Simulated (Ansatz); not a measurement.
Reference: ZnS (F-43m), r2SCAN with spin-orbit coupling, rigid bands (plane waves, PAW; Ansatz, a quantum-chemistry and plane-wave program); axes and stresses refer to this cell.

```
ZnS
1.0
    0.00000     2.69516     2.69516
    2.69516     0.00000     2.69516
    2.69516     2.69516     0.00000
Zn S
1 1
Direct
  0.00000   0.00000   0.00000
  0.25000   0.25000   0.25000
```

The Seebeck coefficient, p-type 1e19 cm⁻³ is 387 μV/K, the band gap is 2.68 eV and the hole conductivity mass is 0.87 mₑ.

**Question.** After one change the values are Seebeck coefficient, p-type 1e19 cm⁻³ 317 μV/K; band gap 2.65 eV; hole conductivity mass 0.64 mₑ. Which change was made?
(A) hydrostatic pressure 10 GPa
(B) uniaxial stress along [111] of 2 GPa (compression positive)
(C) hydrostatic pressure 5 GPa
(D) uniaxial stress along [111] of -1 GPa (compression positive)

**Answer.** B, uniaxial stress along [111] of 2 GPa (compression positive)

Masses are for dilute carriers at 300 K, harmonic means over directions unless an axis is named. Seebeck coefficients are for the stated density at 300 K, with one relaxation time for all states and whether or not that doping can be reached. Stresses and pressures are the targets of the relaxation.  The structure type is held under load, also where the real crystal would transform.
